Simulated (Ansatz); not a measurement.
# ZnCu2SnS4: uniaxial strain ε_zz = −0.75 %

Consider ZnCu2SnS4 (space group I-4, No. 82; a = 5.317 Å, c = 10.643 Å). Axes: x, y, z lie along a, b, c of the conventional cell.

One thing is altered: the cell is compressed by 0.75 % along z with no lateral relaxation; the atoms relax in the strained cell.

Computed with LDA in Ansatz (plane waves to 420 eV, PAW, spin-orbit coupling left out). Settings: 9×9×9 k-points, 0.05 eV Fermi–Dirac smearing.

- Volume per atom = 18.67 Å³ (base 18.81 Å³)
- Energy relative to the base (free energy F) = +0.4 meV/atom
- Pressure (mean of the normal stresses, compression positive) = 0.67 GPa (base 0.00 GPa)
- Band gap = 0.15 eV (base 0.14 eV)
- Gap character = direct at Γ (base direct at Γ)
- Valence-band top at Γ (three highest levels, from the VBM) = 0.00, -0.06, -0.06 eV (base 0.00, -0.04, -0.04 eV)
- Valley order (the lowest conduction-band minima on the path, energy above the VBM, named in the base's zone) = Γ 0.15 eV; X (0, 0, 1/2) 0.49 eV; M (1/2, 1/2, 1/2) 1.16 eV (base Γ 0.14 eV; X (0, 0, 1/2) 0.49 eV; M (1/2, 1/2, 1/2) 1.15 eV)
- Stress (xx, yy, zz, yz, xz, xy; compression positive) = (0.57, 0.57, 0.87, 0.00, 0.00, 0.00) GPa

Final structure:

```xyz
8
Lattice="-2.6587 2.6587 5.2816 2.6587 -2.6587 5.2816 2.6587 2.6587 -5.2816" Properties=species:S:1:pos:R:3 pbc="T T T"
Cu     0.0000     0.0000     0.0000
Cu     0.0000     2.6587     2.6408
Zn     2.6587     0.0000     2.6408
Sn     0.0000     0.0000     5.2816
S      1.4344    -1.3857     6.6591
S      1.2730     1.2244    -1.3775
S      1.2244     4.0445     1.3775
S      1.3857     1.4344     3.9041
```

Whether these cells are dynamically stable was not tested. All final runs are without spin polarisation. A zero or small gap of ZnCu2SnS4 can be the functional's error rather than a property of the material.

Ansatz is a first-principles code.
